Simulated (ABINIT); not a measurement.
Input and output of a self-consistent single point for GaN (P6_3mc, 4 atoms in the cell) (ABINIT)

Method: PBE, PAW (JTH v2.0 PBE PAW) (plane waves; ABINIT).

This input was run:

```
# GaN, JTH v2.0 PBE PAW
pp_dirpath "./"
pseudos "Ga.GGA_PBE-JTH.xml, N.GGA_PBE-JTH.xml"
acell 3*1.0
rprim
         5.9291821051   -0.0000000216    0.0000000000
        -2.9645910338    5.1348223375    0.0000000000
         0.0000000000    0.0000000000    9.6541629056
natom 4
ntypat 2
znucl 31 7
typat 1 1 2 2
xcart
         1.5687940280    0.9057436467    2.5496814380
         0.0000000066    1.8114873049    5.1040629380
         1.5687940280    0.9057436467    4.4748676870
         0.0000000066    1.8114873049    1.9204861870
      Angstrom
ecut 26
pawecutdg 52
pawxcdev 0
ixc 11
occopt 3
tsmear 0.05 eV
nband 24
kptopt 1
ngkpt 6 6 4
nshiftk 1
shiftk 0 0 0
nstep 60
tolvrs 1.0e-12
prtwf 0
prtden 0
enunit 1
```

The program printed (abridged):

```
 Symmetries : space group P6_3 m c (#186); Bravais hP (primitive hexag.)

 -outvars: echo values of preprocessed input variables --------
            acell      1.0000000000E+00  1.0000000000E+00  1.0000000000E+00 Bohr
             ecut      2.60000000E+01 Hartree
           enunit           1
              ixc          11
         kptrlatt        6    0    0      0    6    0      0    0    4
          kptrlen      3.55750926E+01
            natom           4
            nband          24
            ngfft          30      30      48
          ngfftdg          40      40      64
             nkpt          21
            nstep          60
             nsym          12
           ntypat           2
           occopt           3
        pawecutdg      5.20000000E+01 Hartree
         pawxcdev           0
            rprim      5.9291821051E+00 -2.1600000000E-08  0.0000000000E+00
                      -2.9645910338E+00  5.1348223375E+00  0.0000000000E+00
                       0.0000000000E+00  0.0000000000E+00  9.6541629056E+00
          spgroup         186
           tolvrs      1.00000000E-12
           tsmear      1.83746627E-03 Hartree
            typat      1  1  2  2
           useylm           1
             xred      6.6666666885E-01  3.3333333552E-01  4.9908000436E-01
                       3.3333333552E-01  6.6666666885E-01  9.9908000436E-01
                       6.6666666885E-01  3.3333333552E-01  8.7592000384E-01
                       3.3333333552E-01  6.6666666885E-01  3.7592000384E-01
            znucl       31.00000    7.00000

== DATASET  1 ==================================================================

 Exchange-correlation functional for the present dataset will be:
  GGA: Perdew-Burke-Ernzerhof functional - ixc=11
 Citation for XC functional:
  J.P.Perdew, K.Burke, M.Ernzerhof, PRL 77, 3865 (1996)

 Real(R)+Recip(G) space primitive vectors, cartesian coordinates (Bohr,Bohr^-1):
 R(1)=  5.9291821 -0.0000000  0.0000000  G(1)=  0.1686573  0.0973744  0.0000000
 R(2)= -2.9645910  5.1348223  0.0000000  G(2)=  0.0000000  0.1947487  0.0000000
 R(3)=  0.0000000  0.0000000  9.6541629  G(3)=  0.0000000  0.0000000  0.1035823
 Unit cell volume ucvol=  2.9392385E+02 bohr^3
 Angles (23,13,12)=  9.00000000E+01  9.00000000E+01  1.20000000E+02 degrees

 Coarse grid specifications (used for wave-functions):

 getcut: wavevector=  0.0000  0.0000  0.0000  ngfft=  30  30  48
         ecut(hartree)=     26.000   => boxcut(ratio)=   2.16608

 Fine grid specifications (used for densities):

 getcut: wavevector=  0.0000  0.0000  0.0000  ngfft=  40  40  64
         ecut(hartree)=     52.000   => boxcut(ratio)=   2.04220

   1.92321609E+03                                ecore*ucvol(ha*bohr**3)

_setup2: Arith. and geom. avg. npw (full set) are    1861.410    1861.395

--- !BeginCycle
solver: {iscf: 17, nstep: 60, nline: 4, wfoptalg: 10, }
tolerances: {tolvrs: 1.00E-12, }
...

     iter   Etot(hartree)      deltaE(h)  residm     nres2
 ETOT  1  -177.65325394150    -1.777E+02 9.035E-01 4.311E+01
 ETOT  2  -178.27626398114    -6.230E-01 1.308E-02 6.266E+00
 ETOT  3  -178.27207751410     4.186E-03 3.653E-02 6.780E-01
 ETOT  4  -178.27248889048    -4.114E-04 3.742E-03 2.347E-02
 ETOT  5  -178.27253640962    -4.752E-05 3.193E-04 4.647E-03
 ETOT  6  -178.27258247007    -4.606E-05 2.319E-04 8.676E-04
   [... 6 lines left out ...]
 ETOT 13  -178.27259091340    -7.901E-12 2.506E-05 3.730E-10
 ETOT 14  -178.27259091340    -5.116E-13 4.611E-05 1.758E-11
 ETOT 15  -178.27259091340     6.253E-13 1.436E-05 2.128E-12
 ETOT 16  -178.27259091340     2.842E-13 3.512E-05 1.170E-12
 ETOT 17  -178.27259091340    -1.705E-13 1.078E-05 4.453E-14

 At SCF step   17       nres2   =  4.45E-14 < tolvrs=  1.00E-12 =>converged.

 Cartesian components of stress tensor (hartree/bohr^3)
  sigma(1 1)= -5.53559020E-04  sigma(3 2)=  0.00000000E+00
  sigma(2 2)= -5.53559020E-04  sigma(3 1)=  0.00000000E+00
  sigma(3 3)= -5.50826401E-04  sigma(2 1)= -1.85391664E-13

 ----iterations are completed or convergence reached----

 reduced coordinates (array xred) for    4 atoms
       0.666666668855      0.333333335517      0.499080004361
       0.333333335521      0.666666668850      0.999080004361
       0.666666668855      0.333333335517      0.875920003838
       0.333333335521      0.666666668850      0.375920003838
 cartesian forces (eV/Angstrom) at end:
    1     -0.00000000000000     0.00000000000000     0.01896905491760
    2      0.00000000000000     0.00000000000000     0.01896905491760
    3     -0.00000000000000    -0.00000000000000    -0.01896905491760
    4      0.00000000000000     0.00000000000000    -0.01896905491760
 frms,max,avg= 1.0951789E-02 1.8969055E-02   0.000E+00  0.000E+00 -1.046E-03 e/A
 length scales=  1.000000000000  1.000000000000  1.000000000000 bohr
              =  0.529177208590  0.529177208590  0.529177208590 angstroms
 Fermi (or HOMO) energy (eV) =   7.48662   Average Vxc (eV)= -10.96059
 Eigenvalues (   eV  ) for nkpt=  21  k points:
 kpt#   1, nband= 24, wtk=  0.00694, kpt=  0.0000  0.0000  0.0000 (reduced coord)
 -10.05563   -8.97932   -7.14610   -7.12984   -7.12984   -7.05953   -7.05953   -6.83920
  -6.83920   -6.72630   -6.72630   -5.48936   -1.02362    5.25727    5.25727    6.31025
   6.35247    6.35247    8.56938   10.90290   15.81607   16.51008   16.51008   17.38839
 prteigrs : prtvol=0 or 1, do not print more k-points.

--- !EnergyTerms
comment             : Components of total free energy in Hartree
kinetic             :  2.19800157420000E+01
hartree             :  4.59466879834766E+01
xc                  : -8.73993127317918E+00
Ewald energy        : -1.18495164291330E+02
psp_core            :  6.54324603499373E+00
local_psp           : -1.27709969205198E+02
spherical_terms     :  2.20252402852125E+00
internal            : -1.78272590980715E+02
'-kT*entropy'       : -4.49683082770236E-13
total_energy        : -1.78272590980716E+02
total_energy_eV     : -4.85104390489303E+03
...

-Cartesian components of stress tensor (GPa)         [Pressure=  1.6259E+01 GPa]
- sigma(1 1)= -1.62862659E+01  sigma(3 2)=  0.00000000E+00
- sigma(2 2)= -1.62862659E+01  sigma(3 1)=  0.00000000E+00
- sigma(3 3)= -1.62058695E+01  sigma(2 1)= -5.45441016E-09

 Calculation completed.
```

The run converged in 17 iterations.

The starting cell comes from a database of computed structures (which also holds hypothetical and non-ambient phases and stackings), without a prior relaxation at this level. Its lattice was rescaled by a random factor within 2.5 % of one. With a pressure of about 16 GPa the cell is away from its equilibrium volume at this level.

Cost on one core of a shared machine: roughly 2 min.
